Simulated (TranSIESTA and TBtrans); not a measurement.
Run with TranSIESTA and TBtrans (open boundaries, self-consistent; PseudoDojo norm-conserving potentials, scalar-relativistic): PAO.BasisSize DZP, PAO.EnergyShift 0.15 eV, XC.Authors PBE, Mesh.Cutoff 200 Ry, ElectronicTemperature 300 K, TS.Voltage 0.0 eV, TBT.Elecs.Eta 0.001 eV, no spin polarisation.

Junction: Si chain with one S atom inserted. Leads: straight Si chain, spacing 2.25 Å. Geometry: 3 atoms about the centre moved by SIESTA (PBE, DZP) to a largest force of 0.00 eV/Å, all others as built, motion along the axis alone.

### Question
Give the largest eigenchannel transmissions at the Fermi level (four at most) and the total.

### Answer
1.00, 0.74, 0.74; total 2.48. The straight chain is held at its spacing; free chains may zigzag or dimerise. No spin-polarised start was tried, so a magnetic state, if there is one, is missed.
